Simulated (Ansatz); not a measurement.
The structure below was relaxed with LDA/PAW in Ansatz (a program for electronic structure), no spin-orbit coupling, at pressure −1 GPa.

```yaml
crystal:
  lattice:
    - [4.09465, 0.00000, 0.00000]
    - [-2.04733, 3.54608, 0.00000]
    - [0.00000, 0.00000, 6.67136]
  atoms:
    - { symbol: Cd, position: [0.33333, 0.66667, 0.00042] }
    - { symbol: Cd, position: [0.66667, 0.33333, 0.50042] }
    - { symbol: S, position: [0.33333, 0.66667, 0.37658] }
    - { symbol: S, position: [0.66667, 0.33333, 0.87658] }
```

Problem. Find the space group and the Wyckoff positions.

Solution. Space group P6₃mc (No. 186); a = 4.095 Å, b = 4.095 Å, c = 6.671 Å, α = 90.00°, β = 90.00°, γ = 120.00°

```tsv
atom	site	symmetry	x	y	z
Cd	2b	3m.	0.3333	0.6667	0.0004
S	2b	3m.	0.3333	0.6667	0.3766
```

Problem. Describe the coordination.

Solution. The crystal has 4 atoms in its conventional cell. Lattice parameters: a = 4.095 Å, b = 4.095 Å, c = 6.671 Å, α = 90.00°, β = 90.00°, γ = 120.00°. Cd is coordinated by 4 S at 2.504–2.510 Å (tetrahedral). S is surrounded by 4 Cd at 2.504–2.510 Å (tetrahedral). (Neighbours: up to the widest gap in distance over summed covalent radii, below 1.35, at either atom; cation-cation and far metal-metal contacts left out.)

Load acts through the strain it causes; cell and atoms are relaxed under it. Whether these cells are dynamically stable was not tested. The cell was made from CdS in the wurtzite structure (space group P6_3mc, No. 186) by this change: pressure −1 GPa.
